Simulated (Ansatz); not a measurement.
Worked calculations on one periodic cell of amorphous Ti$_{20}$O$_{45}$Nb$_{2}$: Ti20O45Nb2, 67 atoms, volume 830.8 Å³, made by a melt-quench on the CHGNet potential and relaxed with DFT. O atoms were pushed apart under 1.9 Å during the dynamics, to hinder bonds among them. It is a model cell: composition and starting density were chosen by hand, and all elements were melted together. Cycles of charging were run to anneal it. Computed with PBE, scalar-relativistic without spin-orbit coupling (plane waves to 420 eV, PAW; Ansatz, a program for electronic structure). Sampling: a 2×2×2 Γ-centred mesh; Fermi-Dirac width 0.02 eV; no spin polarisation. Its volume was held where the quench left it, its shape was free, and it stands at a mean pressure of 2.2 GPa with stress components up to 2.3 GPa; the relaxation ran on the zone centre alone. Its density went from a set 3.72 to 3.72 g/cm³. The cell is small and was quenched far faster than a real film, so it is one sample of the glass.

Problem. Count formal charges (Ti +4, O -2, Nb +5). What does the count lead one to expect at the Fermi level, and what does the calculation give?

Solution. 20 × (+4) + 45 × (-2) + 2 × (+5) = 0. The charges balance, so the anion-derived valence states can be full and a gap can open. On this mesh the highest filled and lowest empty level lie 2.48 eV apart, the PBE gap of this cell, with a localised state at one edge or both.

Four energies for an added electron at PBE on the zone centre alone (charged cells in a uniform background, spin-polarised): neutral at the neutral geometry -84713.139 eV; charged at the neutral geometry -84703.950 eV; charged and relaxed -84704.024 eV; neutral at the charged geometry -84713.032 eV.

Problem. Find the two relaxation energies and their sum, the reorganisation energy.

Solution. On charging: -84703.950 − (-84704.024) = 0.074 eV. On discharging: -84713.032 − (-84713.139) = 0.107 eV. The sum is 0.181 eV. The carrier's level spreads over 13 of the 67 atoms' worth, so it counts as partly localised, most on one Ti atom with neighbours O 1.88 Å, O 1.92 Å, O 1.94 Å, O 1.98 Å, O 2.05 Å, O 2.11 Å (neutral geometry). The values are uncorrected: the image energy of a point charge in this cell, 2.84 × 14.40 / (2 × 9.4) = 2.2 eV before screening, is screened by electrons alone at the fixed geometry and by ions too after relaxing, and the carrier can be spread before it relaxes, so each term can be off by up to that value times 1/ε∞, some tenths of an eV. PBE's self-interaction favours spread-out carriers, so a hybrid can localise more.

Four energies for a hole at PBE on the zone centre alone (charged cells in a uniform background, spin-polarised): neutral at the neutral geometry -84713.139 eV; charged at the neutral geometry -84719.667 eV; charged and relaxed -84719.968 eV; neutral at the charged geometry -84712.409 eV.

Problem. Find the two relaxation energies and their sum, the reorganisation energy.

Solution. On charging: -84719.667 − (-84719.968) = 0.301 eV. On discharging: -84712.409 − (-84713.139) = 0.730 eV. The sum is 1.031 eV. The carrier's level spreads over 4 of the 67 atoms' worth, so it counts as localised, most on one O atom with neighbours Ti 1.76 Å, Ti 2.11 Å, Nb 2.40 Å (neutral geometry). The values are uncorrected: the image energy of a point charge in this cell, 2.84 × 14.40 / (2 × 9.4) = 2.2 eV before screening, is screened by electrons alone at the fixed geometry and by ions too after relaxing, and the carrier can be spread before it relaxes, so each term can be off by up to that value times 1/ε∞, some tenths of an eV. PBE's self-interaction favours spread-out carriers, so a hybrid can localise more.
